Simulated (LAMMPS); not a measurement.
Pressure dependence of TiO2 (anatase) at 1260 K, from the crystal.

Level of theory: classical MD, Buckingham potential of Matsui and Akaogi, Mol. Simul. 6, 239 (1991), as tabulated by Reinhardt, J. Chem. Phys. 151, 064505 (2019), used with rigid ions (no shells), PPPM sums, short-range terms cut at 10 Å, modified for these runs by an r^-4 repulsive force inside the short-range force's maximum; code LAMMPS.

| P (GPa) | state | volume | coordination number of O by Ti |
|---|---|---|---|
| 0 | crystal; no diffusion seen in 21 ps | 11.728 ± 0.002 Å³/atom | 3.00 (counted to 3.02 Å) |
| 2 | crystal; no diffusion seen in 21 ps | 11.567 ± 0.001 Å³/atom | 3.00 (counted to 2.98 Å) |
| 5 | crystal; no diffusion seen in 21 ps | 11.343 ± 0.002 Å³/atom | 3.00 (counted to 2.90 Å) |

Caution: in nature this polymorph isn't the stable one over the whole range of temperature at this pressure, and short runs keep a crystal in its starting form.

Caution: a run this short can hold a crystal over, or a liquid under, the potential's own melting point, which these runs don't give.

Caution (row 2): enthalpy drifts during the constant-pressure average: a transition or slow ageing; fluctuation values are void.

Estimate the isothermal bulk modulus at zero pressure. A parabola P(ln V) through the three points gives −dP/d ln V = 140 GPa at zero pressure.

States go by the mean squared displacement: a species diffuses where it passes 1.5 Å², still rises and gives D over 1e-6 cm²/s; a crystal has left its structure where atoms lie 0.35 Å off their sites on average or a cubic box changes its shape by 3 %, or the axial ratios of another lie 8 % off the starting cell's, which the potential's own relaxation can also do.

Errors shown are sampling errors alone.
